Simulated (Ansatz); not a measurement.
Electronic density of states of amorphous Hf18O39Y2, density 8.63 g/cm³, on a 2×2×2 Γ-centred mesh with a Gaussian width of 0.1 eV; energies count from the Fermi level, whose place inside the gap is arbitrary. Cell and mesh are small, so fine structure isn't converged. Level of theory: PBE, scalar-relativistic without spin-orbit coupling (plane waves to 420 eV, PAW; Ansatz, an electronic-structure program). Sampling: a 2×2×2 Γ-centred mesh; Fermi-Dirac width 0.02 eV; no spin polarisation. At PBE the levels at the filled edge of the gap are localised (band-tail or defect states).

A CHGNet melt-quench gave the starting glass, which DFT then relaxed. O atoms were pushed apart under 1.9 Å during the dynamics, to hinder bonds among them. The hot cell started wider than the set density and was brought back towards it in steps. It is the lowest in DFT energy of 2 quenches. It is a model cell: composition and starting density were chosen by hand, and all elements were melted together. No dispersion term was used. Its density started from a set value of 8.63 and ended at 8.63 g/cm³. Cooling (nominally 450 K/ps over its main leg) ran many orders faster than in experiment, which tends to leave more defects and strain. A cell of this size samples the disorder only roughly. The volume was held where the preparation left it and the shape relaxed, at a PBE pressure of 3.5 GPa. Stress components on the final sampling reach 3.5 GPa.

```
E - EF (eV)  states/(eV atom)
-----------  ----------------
-12.00                   2.22
-11.90                   0.36
-11.80                   0.01
-11.70                   0.00
-11.60                   0.00
-11.50                   0.00
-11.40                   0.00
-11.30                   0.00
-11.20                   0.00
-11.10                   0.00
-11.00                   0.00
-10.90                   0.00
-10.80                   0.00
-10.70                   0.00
-10.60                   0.00
-10.50                   0.00
-10.40                   0.00
-10.30                   0.00
-10.20                   0.00
-10.10                   0.00
-10.00                   0.00
-9.90                    0.00
-9.80                    0.00
-9.70                    0.00
-9.60                    0.00
-9.50                    0.00
-9.40                    0.00
-9.30                    0.00
-9.20                    0.00
-9.10                    0.00
-9.00                    0.00
-8.90                    0.00
-8.80                    0.00
-8.70                    0.00
-8.60                    0.00
-8.50                    0.00
-8.40                    0.00
-8.30                    0.00
-8.20                    0.00
-8.10                    0.00
-8.00                    0.00
-7.90                    0.00
-7.80                    0.00
-7.70                    0.00
-7.60                    0.00
-7.50                    0.00
-7.40                    0.00
-7.30                    0.00
-7.20                    0.02
-7.10                    0.16
-7.00                    0.37
-6.90                    0.48
-6.80                    0.53
-6.70                    0.53
-6.60                    0.57
-6.50                    0.69
-6.40                    0.74
-6.30                    0.77
-6.20                    0.78
-6.10                    0.79
-6.00                    0.78
-5.90                    0.85
-5.80                    0.88
-5.70                    0.82
-5.60                    0.74
-5.50                    0.81
-5.40                    0.90
-5.30                    0.86
-5.20                    0.84
-5.10                    0.87
-5.00                    0.83
-4.90                    0.85
-4.80                    0.80
-4.70                    0.79
-4.60                    0.83
-4.50                    0.85
-4.40                    0.85
-4.30                    0.88
-4.20                    0.90
-4.10                    0.85
-4.00                    0.86
-3.90                    0.87
-3.80                    0.88
-3.70                    0.91
-3.60                    0.97
-3.50                    1.00
-3.40                    1.04
-3.30                    0.99
-3.20                    0.98
-3.10                    1.00
-3.00                    0.96
-2.90                    0.92
-2.80                    0.86
-2.70                    0.80
-2.60                    0.76
-2.50                    0.74
-2.40                    0.73
-2.30                    0.54
-2.20                    0.30
-2.10                    0.21
-2.00                    0.12
-1.90                    0.01
-1.80                    0.00
-1.70                    0.00
-1.60                    0.00
-1.50                    0.00
-1.40                    0.00
-1.30                    0.00
-1.20                    0.00
-1.10                    0.00
-1.00                    0.00
-0.90                    0.00
-0.80                    0.00
-0.70                    0.00
-0.60                    0.00
-0.50                    0.00
-0.40                    0.00
-0.30                    0.00
-0.20                    0.00
-0.10                    0.00
0.00                     0.00
0.10                     0.00
0.20                     0.00
0.30                     0.00
0.40                     0.00
0.50                     0.00
0.60                     0.00
0.70                     0.00
0.80                     0.00
0.90                     0.00
1.00                     0.00
1.10                     0.00
1.20                     0.00
1.30                     0.00
1.40                     0.00
1.50                     0.00
1.60                     0.00
1.70                     0.00
1.80                     0.00
1.90                     0.01
2.00                     0.10
2.10                     0.26
2.20                     0.35
2.30                     0.37
2.40                     0.40
2.50                     0.47
2.60                     0.47
2.70                     0.53
2.80                     0.61
2.90                     0.59
3.00                     0.64
3.10                     0.68
3.20                     0.76
3.30                     0.78
3.40                     0.76
3.50                     0.75
3.60                     0.73
3.70                     0.73
3.80                     0.68
3.90                     0.67
4.00                     0.70
4.10                     0.71
4.20                     0.71
4.30                     0.71
4.40                     0.70
4.50                     0.72
4.60                     0.76
4.70                     0.75
```

The level gap on this mesh is 4.10 eV; the broadening fills part of it in the curve.
